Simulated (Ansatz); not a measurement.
Start from GaAs in the zinc blende structure (space group F-43m, No. 216; a = 5.659 Å). Axes: x, y, z lie along the cube axes.

Method: Ansatz (an electronic-structure program) PBEsol, no spin-orbit coupling, earlier PAW set.

A first run, uniaxial strain ε_xx = −1.97 %, gives secant values C11 ≈ 110 GPa and C12 ≈ 53 GPa from its stress. A second run applies biaxial strain −1.02 %, plane normal [001], relaxed out of plane.

**Question.** What does linear elasticity predict for −ε⊥/ε∥ in the second run, and what does the run give?

**Answer.** Linear elasticity: 2 C12/C11 = 0.96. The run gives 0.89; any difference comes from nonlinear terms at these strains and numerical noise.

Whether these cells are dynamically stable was not tested.
